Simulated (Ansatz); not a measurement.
Eu: x(Zn) = 0.25, 4 atoms, Fm-3m

Start from Eu in the bcc (W type) structure (space group Im-3m, No. 229; a = 4.4472 Å; ferromagnetic).

The other end (x = 1) is Zn in the bcc (W type) structure (space group Im-3m, No. 229; a model cell, its experimental status unchecked): 14.41 Å³/atom, gap zero; this end may not be an ambient phase.

One thing is altered: Zn replaces 25.0 % of the Eu, ordered in a cell of 4 atoms (starting symmetry Fm-3m) and fully relaxed.

Level of theory: r2SCAN (Ansatz, a first-principles code; PAW; 500 eV plane waves; no SOC). k-mesh 10×10×10 (Γ-centred); smearing 0.05 eV (Fermi–Dirac), for the changed cell.

| quantity | base | changed | shift |
|---|---|---|---|
| volume per atom | 43.98 Å³ | 30.83 Å³ | -13.15 Å³ |
| density | 5.74 g/cm³ | 7.02 g/cm³ | +1.28 g/cm³ |
| band gap | zero | zero | – |
| magnetic state | ferromagnetic | ferromagnetic | – |
| largest site moment | 7.32 μB | 7.24 μB | -0.08 μB |
| deviation of the volume from the linear (Vegard-type) interpolation | – | -15.7 % | – |

Final structure:

```xyz
4
Lattice="0.0000 3.9505 3.9505 3.9505 0.0000 3.9505 3.9505 3.9505 0.0000" Properties=species:S:1:pos:R:3 pbc="T T T"
Eu     5.9258     5.9258     5.9258
Zn     3.9505     3.9505     3.9505
Eu     1.9753     1.9753     1.9753
Eu     0.0000     0.0000     0.0000
```

Cost of the whole job for the changed cell (relaxation, final SCF and bands): roughly 16 core-minutes.

The magnetic state is the one reached from the starting moments; the real material's order can differ, and small cells can't hold many antiferromagnetic ones. The state of the 4f shell was not checked for lower solutions. These are small ordered cells, not random alloys; other orderings at the same x differ. Stability against distortions was not tested. This is not the structure that Zn has at room temperature and ambient pressure.
